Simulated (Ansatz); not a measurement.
# SrZrO3: element substitutions

The reference is SrZrO₃ (space group P4mm, No. 99; a = 4.1112 Å, c = 4.1920 Å; a cell from a computed database, its experimental status unchecked).

Each row replaces one element on all its sites; cell and atoms are relaxed.

Levels (all Ansatz, a first-principles code, PAW): PBEsol (420 eV, no spin-orbit coupling); HSE06 (420 eV, no spin-orbit coupling).

Band gaps by level, all at the geometries relaxed with PBEsol:

| case | PBEsol | HSE06 |
|---|---|---|
| base | 3.35 eV | 4.96 eV |
| O → Se | 0.11 eV | [?] |
| O → S | 0.42 eV | [?] |

### Question
Complete the table.

### Answer

- O → Se, HSE06: 0.80 eV
- O → S, HSE06: 1.27 eV

Single points use the geometry relaxed with PBEsol. HSE06 was sampled on its mesh, a few special points and the semilocal edge points, so its gap is an upper bound. Whether these cells are dynamically stable was not tested. As relaxed here, SrZrSe3 and SrZrS3 are hypothetical phases, not in the database extracts checked. A zero or small gap of SrZrSe3 can be the functional's error rather than a property of the material.
